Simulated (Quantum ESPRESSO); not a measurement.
Density of states of MgSn₅ (P-6m2, 6 atoms in the cell).

```xyz
6
Lattice="3.3202 0.0000 0.0000 -1.6601 2.8754 0.0000 0.0000 0.0000 16.8891" Properties=species:S:1:pos:R:3 pbc="T T T"
Mg     0.0000     0.0000     0.0000
Sn     1.6601     0.9584    14.2524
Sn     1.6601     0.9584     2.6367
Sn     0.0000     0.0000    11.3104
Sn     0.0000     0.0000     5.5786
Sn     1.6601     0.9584     8.4445
```

Computed with PBEsol, SSSP 1.1.2 efficiency (PBE) pseudopotentials (plane waves; Quantum ESPRESSO).

SCF settings: ecutwfc = 40 Ry; ecutrho = 320 Ry; occupations = smearing; smearing = mp; degauss = 0.0036749 Ry; input_dft = pbesol; potentials = {Mg: Mg.pbe-n-kjpaw_psl.0.3.0.UPF, Sn: Sn_pbe_v1.uspp.F.UPF}; K_POINTS = automatic 6 6 1 1 1 1; conv_thr = 1e-09 Ry; mixing_beta = 0.4. Keys of the DOS step: nscf.calculation = nscf; nscf.verbosity = high; nscf.occupations = tetrahedra_opt; nscf.nbnd = 45; nscf.startingwfc = random; nscf.diago_thr_init = 1e-06; nscf.diagonalization = cg; nscf.K_POINTS = automatic 18 18 3 0 0 0; dos.x.fildos = dos.dat; dos.x.Emin = -15 eV; dos.x.Emax = 30 eV; dos.x.DeltaE = 0.1 eV.

The starting cell comes from a database of computed structures (which also holds hypothetical and non-ambient phases and stackings), without a prior relaxation at this level.

Total DOS (both spins), as means of the tabulated values in each energy bin; the zero is the program's Fermi level or highest filled level, and the curve is cut to this window:

```json
[
 {"E (eV)": "-7.80", "states/eV/cell": "1.99"},
 {"E (eV)": "-7.40", "states/eV/cell": "2.03"},
 {"E (eV)": "-7.00", "states/eV/cell": "2.13"},
 {"E (eV)": "-6.60", "states/eV/cell": "2.40"},
 {"E (eV)": "-6.20", "states/eV/cell": "2.25"},
 {"E (eV)": "-5.80", "states/eV/cell": "2.18"},
 {"E (eV)": "-5.40", "states/eV/cell": "2.77"},
 {"E (eV)": "-5.00", "states/eV/cell": "1.60"},
 {"E (eV)": "-4.60", "states/eV/cell": "0.39"},
 {"E (eV)": "-4.20", "states/eV/cell": "0.49"},
 {"E (eV)": "-3.80", "states/eV/cell": "1.48"},
 {"E (eV)": "-3.40", "states/eV/cell": "2.39"},
 {"E (eV)": "-3.00", "states/eV/cell": "3.24"},
 {"E (eV)": "-2.60", "states/eV/cell": "3.23"},
 {"E (eV)": "-2.20", "states/eV/cell": "2.81"},
 {"E (eV)": "-1.80", "states/eV/cell": "3.32"},
 {"E (eV)": "-1.40", "states/eV/cell": "2.76"},
 {"E (eV)": "-1.00", "states/eV/cell": "3.41"},
 {"E (eV)": "-0.60", "states/eV/cell": "2.75"},
 {"E (eV)": "-0.20", "states/eV/cell": "3.40"},
 {"E (eV)": "0.20", "states/eV/cell": "3.23"},
 {"E (eV)": "0.60", "states/eV/cell": "3.65"},
 {"E (eV)": "1.00", "states/eV/cell": "3.16"},
 {"E (eV)": "1.40", "states/eV/cell": "3.70"}
]
```

Around zero the curve holds about 3.2 states/eV/cell.
